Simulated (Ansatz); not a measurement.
The reference is K in the bcc (W type) structure (space group Im-3m, No. 229).

```yaml
crystal:
  lattice:
    - [-2.60616, 2.60616, 2.60616]
    - [2.60616, -2.60616, 2.60616]
    - [2.60616, 2.60616, -2.60616]
  atoms:
    - { symbol: K, position: [0.00000, 0.00000, 0.00000] }
```

Method: PBEsol (Ansatz, a quantum-chemistry and plane-wave program; PAW; 420 eV plane waves; scalar-relativistic without spin-orbit coupling).

Before the change:

- Lattice parameter a: 5.212 Å

The change: cell and atoms relaxed at a pressure of 75 GPa.

**Question.** Estimate the effect on the lattice parameter a.

**Answer.** The lattice parameter a shrinks by 2.296 Å to 2.916 Å.

Load acts through the strain it causes; cell and atoms are relaxed under it. Stability against distortions was not tested. Measured, K leaves this structure (for fcc) near 11.6 GPa (temperature not stated; as listed in Olga Degtyareva, NATO science for peace and security series. B, Physics and biophysics (2010)).
